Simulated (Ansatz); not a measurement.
**Effective masses and thermopower of GaN under load (space group P6_3mc)**

Consider the following.

```
CELL_PARAMETERS angstrom
      3.10633     0.00000     0.00000
     -1.55317     2.69016     0.00000
      0.00000     0.00000     5.06294
ATOMIC_POSITIONS crystal
  Ga 0.33333 0.66667 0.99934
  Ga 0.66667 0.33333 0.49934
  N  0.33333 0.66667 0.37566
  N  0.66667 0.33333 0.87566
```

Method: r2SCAN with spin-orbit coupling, rigid bands (plane waves, PAW; Ansatz, a program for electronic structure). Condition of this run: hydrostatic pressure of 16 GPa (compression positive) (the target of the relaxation). How the cell was made: cell and atoms relaxed with PBEsol, then loaded as said.

| Property | Result |
|---|---|
| band gap | 2.85 eV |
| electron conductivity mass (300 K, dilute) | 0.23 (x), 0.23 (y), 0.21 (z) mₑ |
| hole conductivity mass (300 K, dilute) | 1.32 (x), 1.32 (y), 1.76 (z) mₑ |
| effective density of states N_c (300 K) | 2.6e18 cm⁻³ |
| effective density of states N_v (300 K) | 8.4e19 cm⁻³ |
| density-of-states mass, electrons | 0.22 mₑ |
| density-of-states mass, holes | 2.2 mₑ |
| Seebeck coefficient, n-type 1e19 cm⁻³, 300 K | -125 μV/K |
| best n-type power factor at 300 K for τ = 10 fs (best axis; densities from 1e16 to 1e21 cm⁻³ tried, whether or not they can be reached) | 2.0 μW/(cm·K²) at 1e19 cm⁻³ |
| Seebeck coefficient, p-type 1e19 cm⁻³, 300 K | 410 μV/K |

Rigid bands; masses and Seebeck coefficients take one relaxation time τ for all states and one kind of carrier; polarons and phonon drag are left out. Geometry: cell and atoms relaxed with PBEsol.
